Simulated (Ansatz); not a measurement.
**BiTe (R-3m, No. 166, 2 atoms in the cell; start mp-1227339; a measured phase of this formula has another space group): properties by level of theory**

```
level (code)     lattice parameter a (Å)  c axis length (Å)  bulk modulus (GPa)  cohesive energy (eV/atom)
---------------  -----------------------  -----------------  ------------------  -------------------------
LDA (Ansatz)                       4.760              9.544                48.2                       3.46
PBE (Ansatz)                       4.839              9.982                39.9                       2.55
r²SCAN (Ansatz)                    4.816              9.927                45.0                       2.33
```

Caveats: the bulk modulus is −V dP/dV from two relaxed cells at ±2 % in volume (LDA, PBE, r²SCAN); the relaxation could not lower the start's symmetry, so the cell can be a saddle point above a distorted one (LDA, PBE, r²SCAN). Ansatz's density-functional and Hartree–Fock values are scalar-relativistic unless marked +SOC, with PAW data made under PBE.

Free atoms are spin-polarised, in the lowest state found; at levels without +SOC their spin–orbit coupling is left out.

Computed values are for the static lattice.

A start named mp-… is a Materials Project structure, which need not be a measured phase.

Ansatz is a program for electronic structure.
